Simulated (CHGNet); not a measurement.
# Antifluorite K2S

Computed with the machine-learned potential CHGNet 0.3.0 (trained on PBE and PBE+U data).

Cell (relaxed at this level):

K2S is modelled in the cubic space group Fm-3m (No. 225), the anti-fluorite structure, Pearson symbol cF12. Conventional cell: a = b = c = 7.468 Å, α = β = γ = 90.00°. K on 8c is surrounded by 4 S at 3.234 Å (tetrahedral). S on 4a is surrounded by 8 K at 3.234 Å (cubic). (Neighbours: up to the widest gap in distance over summed covalent radii, below 1.35, at either atom; cation-cation and far metal-metal contacts left out.)
(The calculation used a cell of 3 atoms; values per cell refer to that cell.)

```json
{
  "lattice_constant_a": "7.468 Å",
  "volume_per_atom": "34.71 Å³/atom"
}
```

Measured, for comparison: lattice constant a 7.391 Å, equilibrium volume per atom 33.65 Å³/atom (temperature not stated, no zero-point or thermal correction; as tabulated in Syrotyuk et al. (2015), arXiv:1510.06546). Computed (rounded) less measured: lattice constant a +1.0 %, equilibrium volume per atom +3.2 %.

A machine-learned potential is trained on density-functional data: it inherits that level's misses and adds fitting errors of its own.

Note: the model's thermal expansion at 300 K is negative.
